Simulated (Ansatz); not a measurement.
Work function of faces of bcc V in PBE and in r2SCAN, in Ansatz (plane waves, PAW). Symmetric slabs relaxed with PBE from ideal cuts in 1x1 cells (the lowest computed cut and spin start of each face; real faces may reconstruct in larger cells); r2SCAN values are single points on them, with the bulk at the same level. No spin-orbit coupling, no U.

```tsv
face	PBE (eV)	r2SCAN (eV)
(100)	3.75	3.73
(110)	4.73	4.84
(111)	3.82	?
(210)	4.07	4.12
(211)	3.91	3.92
(221)	4.04	4.08
(320)	4.32	4.40
```

Fit a straight line y = a·x + b by least squares to the 6 complete rows (x: PBE (eV); y: r2SCAN (eV)).

the means are x̄ = 4.1367 and ȳ = 4.1817; Σ(x − x̄)² = 0.60033 and Σ(x − x̄)(y − ȳ) = 0.67853, so a = 1.130 and b = ȳ − a·x̄ = -0.494. The largest residual is 0.015.

What does the line predict for the withheld row, (111), and what did the calculation give?

the line gives 3.82; the calculation gave 3.83, a miss of 0.01, of the size of the fitted rows' scatter and rounding.

Ansatz is a first-principles code.
